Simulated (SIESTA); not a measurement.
A self-consistent single point of CuIr₂S₄ (Fd-3m, 14 atoms in the cell) with SIESTA.

Method of the run: LDA PW92, numerical atomic orbitals DZP, PseudoDojo LDA standard norm-conserving potentials (rewritten from UPF to PSML) in SIESTA.

```yaml
crystal:
  lattice:
    - [0.00000, 5.02513, 5.02513]
    - [5.02513, 0.00000, 5.02513]
    - [5.02513, 5.02513, 0.00000]
  atoms:
    - { symbol: Cu, position: [0.00000, 0.00000, 0.00000] }
    - { symbol: Cu, position: [0.25000, 0.25000, 0.25000] }
    - { symbol: Ir, position: [0.62500, 0.62500, 0.62500] }
    - { symbol: Ir, position: [0.12500, 0.62500, 0.62500] }
    - { symbol: Ir, position: [0.62500, 0.62500, 0.12500] }
    - { symbol: Ir, position: [0.62500, 0.12500, 0.62500] }
    - { symbol: S, position: [0.38500, 0.38500, 0.38500] }
    - { symbol: S, position: [0.40500, 0.86500, 0.86500] }
    - { symbol: S, position: [0.38500, 0.38500, 0.84500] }
    - { symbol: S, position: [0.86500, 0.40500, 0.86500] }
    - { symbol: S, position: [0.84500, 0.38500, 0.38500] }
    - { symbol: S, position: [0.86500, 0.86500, 0.86500] }
    - { symbol: S, position: [0.38500, 0.84500, 0.38500] }
    - { symbol: S, position: [0.86500, 0.86500, 0.40500] }
```

Reference input (self-consistent single point, DFT, LDA PW92, numerical atomic orbitals DZP, PseudoDojo LDA standard norm-conserving potentials (rewritten from UPF to PSML)): XC.functional = LDA; XC.authors = PW92; potentials = PseudoDojo LDA standard; PAO.BasisSize = DZP; PAO.EnergyShift = 0.01 Ry; MeshCutoff = 300 Ry; kgrid.MonkhorstPack = 3 3 3; OccupationFunction = FD; ElectronicTemperature = 100 meV; MaxSCFIterations = 150; SCF.Mixer.Method = Pulay; SCF.Mixer.Weight = 0.1. This run's input differs from it in these lines:

```diff
@@ -38,3 +38,3 @@
 PAO.BasisSize                DZP
-PAO.EnergyShift              0.01 Ry
+PAO.EnergyShift              0.02 Ry
 MeshCutoff                   300 Ry
```

Output, abridged:

```
        iscf     Eharris(eV)        E_KS(eV)     FreeEng(eV)     dDmax    Ef(eV) dHmax(eV)
   scf:    1   -21780.160233   -24063.478242   -24063.744611  1.620341  2.720168174.261953
   scf:    2   -24365.578241   -25013.020242   -25013.475931  1.329659  1.047695 41.334341
   scf:    3   -25268.993802   -25160.631177   -25160.972935  0.853021 -0.582441 22.939158
   scf:    4   -25233.292506   -25214.135145   -25214.351507  0.297413 -2.140927  4.786053
   scf:    5   -25207.871523   -25213.329572   -25213.571159  0.067441 -2.411770  7.195112
   [... 8 lines left out ...]
   scf:   14   -25216.146141   -25216.146644   -25216.397175  0.001354 -2.732636  0.006991
   scf:   15   -25216.146627   -25216.146636   -25216.397178  0.000167 -2.732744  0.001529
   scf:   16   -25216.146616   -25216.146626   -25216.397179  0.000126 -2.732763  0.000751
   scf:   17   -25216.146640   -25216.146633   -25216.397179  0.000067 -2.732721  0.000694
SCF Convergence by DM+H criterion
max |DM_out - DM_in|         :     0.0000669980
max |H_out - H_in|      (eV) :     0.0006941103
SCF cycle converged after 17 iterations

Using DM_out to compute the final energy and forces

siesta: E_KS(eV) =           -25216.1466

siesta: E_KS - E_eggbox =    -25216.1466

siesta: Atomic forces (eV/Ang):
     1    0.000000    0.000000    0.000000
     2   -0.000000   -0.000000    0.000000
     3    0.000000    0.000000    0.000000
     4   -0.000000   -0.000000   -0.000000
     5   -0.000000   -0.000000   -0.000000
     6   -0.000000   -0.000000   -0.000000
     7    0.254475    0.254475    0.254475
     8   -0.254475    0.254475    0.254475
     9   -0.254475   -0.254475    0.254475
    10    0.254475   -0.254475    0.254475
    11    0.254475   -0.254475   -0.254475
   [... lines left out ...]
siesta: FreeEng =    -25216.397179
siesta: Cell volume =        253.788174 Ang**3
siesta:        -199.54944897       -184.69523919  kBar
   [... lines left out ...]
     3     0.188577   16.811423  Ir
     4     0.188577   16.811423  Ir
     5     0.188577   16.811423  Ir
     6     0.188577   16.811423  Ir
     7    -0.062872    6.062872  S
     8    -0.062872    6.062872  S
     9    -0.062872    6.062872  S
    10    -0.062872    6.062872  S
    11    -0.062872    6.062872  S
    12    -0.062872    6.062872  S
    13    -0.062872    6.062872  S
    14    -0.062872    6.062872  S
 Total    -0.000000
```

The run converged in 17 iterations. Against the reference run the free energy rises by 619 meV/atom, the pressure goes from -13.72 to -19.95 GPa and the largest force goes from 0.533 to 0.441 eV/Å.

The starting cell comes from a database of published, mostly measured structures (it also holds non-ambient and calculated ones), without a prior relaxation at this level. Its lattice was rescaled by a random factor within 2.5 % of one. Spin polarisation is off. Values carry the incompleteness of an atom-centred basis.

Cost on one core of a shared machine: roughly 80 s.
